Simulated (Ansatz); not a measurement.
The starting structures come from a database of crystals and need not be the phases stable at ambient conditions.

 Where the default PAW files enter, the runs use the earlier of Ansatz's two default sets.

The decay constant κ of evanescent states in the gap governs leakage through a thin film.

Data:

```yaml
crystal:
  lattice:
    - [5.12724, 0.00000, 0.00000]
    - [-2.56362, 4.44032, 0.00000]
    - [0.00000, 0.00000, 4.36380]
  atoms:
    - { symbol: Ba, position: [0.00000, 0.00000, 0.50000] }
    - { symbol: Zn, position: [0.33333, 0.66667, 0.00000] }
    - { symbol: B, position: [0.66667, 0.33333, 0.00000] }
    - { symbol: O, position: [0.69100, 0.07548, 0.00000] }
    - { symbol: O, position: [0.38448, 0.30900, 0.00000] }
    - { symbol: O, position: [0.92452, 0.61552, 0.00000] }
    - { symbol: F, position: [0.33333, 0.66667, 0.50000] }
```

Space group of this cell: P-6. The cell is taken as given; by PBEsol its mean pressure is -4.8 GPa.

Transport runs along the normal of the first two printed cell vectors, the (001) plane of the conventional cell.

No gap correction and no spin-orbit coupling; mid-gap values are interpolated between computed energies.

**Question.** State the band gap and the smallest decay constant κ at mid-gap according to PBEsol (Ansatz, a program for electronic structure).

**Answer.** Gap 3.52 eV on a 12×12×8 mesh; κ = 0.412 1/Å, at the zone centre.
